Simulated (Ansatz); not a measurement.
How the smallest direct gap on the k points sampled of 1T (CdI2-type) CaI₂ moves with the method

No measured value is used here.

**Question.** Put these levels in order of the smallest direct gap on the k points sampled that they give for 1T (CdI2-type) CaI₂, smallest first: G0W0@PBEsol (Ansatz, a quantum-chemistry and plane-wave program), LDA (Ansatz), r²SCAN+SOC (Ansatz).

**Answer.** LDA (3.88 eV), r²SCAN+SOC (4.50 eV), G0W0@PBEsol (5.97 eV)

Computed values are for a static lattice. Levels without +SOC have no spin–orbit coupling; where heavier elements are present it shifts gaps, mostly down, and can invert bands.  A ± on a computed value is a rough bar: the spread of its extrapolation, a floor set from checks against published values, or a statistical error. Values are at the measured cell. Cutoffs differ between the levels. Ansatz's density-functional and Hartree–Fock values are scalar-relativistic unless marked +SOC, with PAW data made under PBE.
